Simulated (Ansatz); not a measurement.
The parent structure is K in the bcc (W type) structure (space group Im-3m, No. 229; relaxed with 0.1 eV smearing).

```xyz
1
Lattice="-2.6073 2.6073 2.6073 2.6073 -2.6073 2.6073 2.6073 2.6073 -2.6073" Properties=species:S:1:pos:R:3 pbc="T T T"
K      0.0000     0.0000     0.0000
```

Computed with DFT with PBEsol, PAW potentials and a 420 eV plane-wave cutoff in Ansatz (a quantum-chemistry and plane-wave program), no spin-orbit coupling.

Base values:

```
Property    Value
--------  -------
Pressure  0.0 GPa
```

Modification: the cell is scaled by 0.9800 in all directions, atoms relaxed at fixed cell.

Estimate the effect on the pressure.

The pressure goes from zero to 0.3 GPa.

Estimate the effect on the energy relative to the base.

The energy rises by 3.4 meV/atom.

The cells carry an imposed strain or load. Whether these cells are dynamically stable was not tested.
